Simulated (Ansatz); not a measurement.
Results of r²SCAN in Ansatz (plane waves, PAW) for RuAs (model structure, started from the WC type, P-6m2, No. 187, 2 atoms in the cell).

Run with plane-wave cutoff 560 eV, 18×18×16 k mesh (along the axes of the cell as run), Fermi–Dirac smearing 0.05 eV, no spin polarisation, scalar-relativistic PAW data made under PBE.

Cell (relaxed at this level):

Space group P-6m2 (No. 187); a = 3.1435 Å, b = 3.1435 Å, c = 3.5290 Å, α = 90.00°, β = 90.00°, γ = 120.00°

```csv
atom,site,symmetry,x,y,z
Ru,1a,-6m2,0.0000,0.0000,0.0000
As,1f,-6m2,0.6667,0.3333,0.5000
```

Problem. Predict the bulk modulus B0.

Solution. 
bulk modulus B0: 172 GPa

Note: the run has no spin polarisation, so it can have missed a magnetic state; the bulk modulus is −V dP/dV from two relaxed cells at ±2 % in volume; the relaxation could raise the start's symmetry but not lower it, so the cell can be a saddle point.

It cost very roughly 8 core-minutes of CPU time.

A model structure was made by putting elements into a prototype or built by hand; it is no filed structure, need not be a known phase, and can be a saddle point held by its symmetry.

Ansatz is a first-principles code.
